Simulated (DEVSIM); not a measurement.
Structure: Ge p-n junction from an implanted or diffused profile, at 300 K.

Layer 1 from the left is Ge, thickness (μm) 29.0, Nd (cm⁻³) 7.6e14, τn (s) 0.00075, τp (s) 0.00075.

Added acceptor profile: 2.9e16 cm⁻³ × exp(−(x − 0 μm)²/(2·(0.089 μm)²)). Left contact: ohmic. Right contact: ohmic. Voltage is applied to the left contact. Recombination: SRH at mid-gap, radiative. Mobility is μmin + (μ − μmin)/(1 + (N/Nref)^α).

This is a model device: material constants are rounded textbook-type values typed into the input, and sizes, dopings and lifetimes were drawn at random. Values at 300 K.

Ge: gap (eV) 0.664, affinity (eV) 4, permittivity 16, Nc (cm⁻³) 1.04e19, Nv (cm⁻³) 6e18, μn (cm²/Vs) 3900, μp (cm²/Vs) 1900, μn,min 150, μp,min 100, Nref,n 2.6e17, Nref,p 4e17, αn 0.56, αp 0.6, B (cm³/s) 6.4e-14.

Simulated with DEVSIM: 1D drift-diffusion, Boltzmann statistics, complete ionisation; no tunnelling, impact ionisation, image-force lowering or self-heating.

Task: What does the simulation give for the potential step across the device at zero bias, the dark forward voltage at 100 A/cm²?

Result: potential step across the device at zero bias 0.279 V; dark forward voltage at 100 A/cm² 0.462 V.
